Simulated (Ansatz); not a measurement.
**Tl under a change: pressure 50 GPa**

Take Tl in the hcp (Mg type) structure (space group P6_3/mmc, No. 194; a = 3.520 Å, c = 5.602 Å) as the base.

One thing is altered: cell and atoms relaxed at a pressure of 50 GPa.

All numbers come from r2SCAN (Ansatz, an electronic-structure program, PAW, no spin-orbit coupling). Γ-centred 15×15×9 mesh, Fermi–Dirac width 0.05 eV.

- Density: 17.82 g/cm³ (base 11.29 g/cm³)
- c/a ratio: 1.641 (base 1.591)
- Shortest interatomic distance: 299.3 pm (base 346.0 pm)
- Enthalpy H = E + PV relative to the base's energy: +7.00 eV/atom
- Band gap: zero (base zero)

Load acts through the strain it causes; cell and atoms are relaxed under it. Stability against distortions was not tested. No other phases were tried under pressure.
